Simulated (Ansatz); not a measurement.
Cell and atoms of amorphous In$_{9}$Ga$_{9}$Zn$_{9}$O$_{38}$Si:

```xyz
66
Lattice="9.4589 0.0317 -0.1177 0.0317 9.3888 0.0261 -0.1177 0.0261 9.4435" Properties=species:S:1:pos:R:3 pbc="T T T"
In     0.5613     8.2627     0.9064
In     3.9830     5.4121     2.6526
In     5.2973     2.2758     0.9999
In     0.2354     0.6580     5.2828
In     3.7812     8.0472     1.0654
In     0.8596     4.0205     3.7555
In     6.1497     5.7891     8.5411
In     7.0713     5.3983     2.1884
In     2.4749     0.5129     8.0625
Ga     7.9333     3.9429     6.4070
Ga     4.9981     2.4378     7.4776
Ga     6.0532     6.2015     5.3323
Ga     6.6779     1.3981     5.0471
Ga     1.7930     6.6983     8.1507
Ga     9.4127     4.3071     0.0598
Ga     4.9362     8.2405     6.9469
Ga     8.2265     1.4576     8.1434
Ga     3.3995     1.4322     5.0180
Zn     2.1855     1.9438     1.8907
Zn     6.7157     9.0967     0.1810
Zn     8.3134     1.9382     1.9985
Zn     3.1629     4.0483     9.2661
Zn     8.1880     7.8510     6.9076
Zn     2.2629     7.4556     4.5939
Zn     3.2828     5.0173     5.9345
Zn     5.5470     8.6516     3.4155
Zn     1.3900     3.2610     7.0219
O      5.0643     1.1885     4.0886
O      0.2858     7.8581     8.2858
O      2.1505     6.6927     0.6324
O      8.1590     5.6527     0.3383
O      3.4885     8.0505     8.2644
O      4.7420     6.1803     6.6816
O      7.3425     7.5870     2.8619
O      6.3176     1.5491     8.6629
O      5.0427     4.0505     8.5750
O      1.9366     6.3573     6.3653
O      6.9081     3.2723     1.8287
O      8.5440     0.5429     0.4642
O      3.6043     3.4952     1.7319
O      5.7439     5.1622     3.8696
O      5.9547     8.0744     5.3193
O      1.4241     4.5955     8.5505
O      2.4701     5.3002     4.0576
O      5.3214     0.0848     1.4739
O      8.8529     5.6331     3.4689
O      2.2374     9.3184     5.4525
O      6.4684     7.8850     8.1301
O      0.6125     7.9628     2.9564
O      1.9193     2.0857     3.8447
O      0.4489     3.2285     1.6941
O      6.3671     2.9580     6.0726
O      3.3034     3.0519     6.2311
O      4.3972     0.7139     6.6966
O      7.4396     5.7160     6.5712
O      0.7262     1.4217     7.4584
O      0.0084     3.4518     5.6049
O      5.2618     6.2016     1.0505
O      3.8049     7.5673     3.1767
O      3.5744     2.0825     8.8948
O      7.8407     0.5968     6.4662
O      9.0127     7.8952     5.1124
O      2.1794     0.2665     0.8695
O      8.4042     3.3485     8.1572
O      8.1500     1.3282     3.8537
Si     8.7879     7.3103     3.6034
```

Method: PBE, scalar-relativistic without spin-orbit coupling (plane waves to 420 eV, PAW; Ansatz, a quantum-chemistry and plane-wave program).

A CHGNet melt-quench gave the starting glass, which DFT then relaxed. O atoms were pushed apart under 1.9 Å during the dynamics, to hinder bonds among them. The hot cell started wider than the set density and was brought back towards it in steps. It is the lowest in DFT energy of 2 quenches. It is a model cell: composition and starting density were chosen by hand, and all elements were melted together. No dispersion term was used. Its density started from a set value of 5.71 and ended at 5.71 g/cm³. The quench (nominally 210 K/ps over its main leg) was far faster than any real one, so the model tends to hold more defects than a real film. One small periodic cell is one sample of the glass; other quenches scatter about these values. The volume was held where the preparation left it and the shape relaxed, at a PBE pressure of -0.6 GPa (tension). Stress components on the final sampling reach 0.9 GPa. Cycles of charging lowered its energy after that relaxation.

Bonds are counted up to In-In 3.12 Å, In-Ga 2.90 Å, In-Zn 2.90 Å, In-O 2.86 Å, In-Si 2.78 Å, Ga-Ga 2.68 Å, Ga-Zn 2.68 Å, Ga-O 2.36 Å, Ga-Si 2.56 Å, Zn-Zn 2.68 Å, Zn-O 2.50 Å, Zn-Si 2.56 Å, O-O 1.58 Å, O-Si 2.12 Å, Si-Si 2.60 Å. Two cations that share two anions don't count as bonded, nor two that share one unless they lie closer than In-In 3.04 Å, In-Ga 2.82 Å, In-Zn 2.82 Å, In-Si 2.71 Å, Ga-Ga 2.61 Å, Ga-Zn 2.61 Å, Ga-Si 2.49 Å, Zn-Zn 2.61 Å, Zn-Si 2.49 Å, Si-Si 2.38 Å.

Task: Give the coordination numbers, mean bond lengths and angles.

Result: 
```yaml
Mean coordination of In by anions: 5.78 (3 with 5, 5 with 6, 1 with 7)
Mean coordination of Ga by anions: 4.67 (4 with 4, 4 with 5, 1 with 6)
Mean coordination of Zn by anions: 4.33 (6 with 4, 3 with 5)
Mean coordination of O: 3.61 (15 with 3, 23 with 4)
Mean coordination of Si by anions: 4.00 (1 with 4)
Mean In-O bond: 2.237 Å (spread 0.156 Å, 52 counted)
Mean Ga-O bond: 1.958 Å (spread 0.091 Å, 42 counted)
Mean Zn-O bond: 2.060 Å (spread 0.097 Å, 39 counted)
Mean O-Si bond: 1.652 Å (spread 0.019 Å, 4 counted)
Bond angle at In: mean 103.7°, spread 29.8°
Bond angle at Ga: mean 107.1°, spread 24.2°
Bond angle at Zn: mean 107.2°, spread 20.7°
Bond angle at O: mean 110.0°, spread 15.9°
Bond angle at Si: mean 109.6°, spread 7.3°
```

Task: List the pairs of like atoms that count as bonded by the rules above.

Result: There are none by these rules.
